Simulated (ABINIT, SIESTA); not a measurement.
An ABINIT input for a self-consistent single point of K₃Al (Pm-3m, 4 atoms in the cell) (DFT, PBEsol, plane waves, norm-conserving pseudopotentials (PseudoDojo nc-sr-04 PBEsol standard)):

```
# K3Al, PseudoDojo nc-sr-04 PBEsol standard
pp_dirpath "./"
pseudos "K.upf, Al.upf"
acell 5.7718700000 5.7718700000 5.7718700000 Angstrom
rprim
         1.0000000000    0.0000000000    0.0000000000
         0.0000000000    1.0000000000    0.0000000000
         0.0000000000    0.0000000000    1.0000000000
natom 4
ntypat 2
znucl 19 13
typat 1 1 1 2
xred
         0.0000000000    0.5000000000    0.5000000000
         0.5000000000    0.0000000000    0.5000000000
         0.5000000000    0.5000000000    0.0000000000
         0.0000000000    0.0000000000    0.0000000000
ecut 1007 eV
ixc -116133
occopt 3
tsmear 0.05 eV
nband 21
kptopt 1
ngkpt 5 5 5
nshiftk 1
shiftk 0 0 0
nstep 100
toldfe 1.0e-09
prtwf 0
prtden 0
prtvol 1
enunit 1
```

Write the same calculation as an input for SIESTA.

This is the input that was run; spellings and numerical settings could be chosen otherwise.

```
# files in the folder: K.psml Al.psml (PseudoDojo PBEsol standard)
SystemName  K3Al
SystemLabel k3al

NumberOfAtoms                4
NumberOfSpecies              2
%block ChemicalSpeciesLabel
  1 19 K
  2 13 Al
%endblock ChemicalSpeciesLabel
LatticeConstant              1.0 Ang
%block LatticeVectors
     5.771870000    0.000000000    0.000000000
     0.000000000    5.771870000    0.000000000
     0.000000000    0.000000000    5.771870000
%endblock LatticeVectors
AtomicCoordinatesFormat      Bohr
%block AtomicCoordinatesAndAtomicSpecies
     0.000000000    5.453626763    5.453626763  1
     5.453626763    0.000000000    5.453626763  1
     5.453626763    5.453626763    0.000000000  1
     0.000000000    0.000000000    0.000000000  2
%endblock AtomicCoordinatesAndAtomicSpecies

XC.functional                GGA
XC.authors                   PBEsol
PAO.BasisSize                DZP
PAO.EnergyShift              0.01 Ry
MeshCutoff                   300 Ry
%block kgrid.MonkhorstPack
    5   0   0  0.0
    0   5   0  0.0
    0   0   5  0.0
%endblock kgrid.MonkhorstPack
OccupationFunction           FD
ElectronicTemperature        50.0 meV

MaxSCFIterations             150
SCF.Mixer.Method             Broyden
SCF.Mixer.Weight             0.1
SCF.Mixer.History            6
SCF.DM.Tolerance             1.0E-04
Diag.ParallelOverK           true
WriteForces                  true
```

Basis settings and potentials, where a program has them, do not carry over. This input uses DFT, GGA PBEsol, numerical atomic orbitals DZP, PseudoDojo PBEsol standard norm-conserving potentials (rewritten from UPF to PSML). Both were run: pressure -0.41 GPa in ABINIT and -0.14 in SIESTA.

On ABINIT: the starting cell comes from a database of computed structures (which also holds hypothetical and non-ambient phases and stackings), without a prior relaxation at this level.

On SIESTA: the starting cell comes from a database of computed structures (which also holds hypothetical and non-ambient phases and stackings), without a prior relaxation at this level. Values carry the incompleteness of an atom-centred basis.
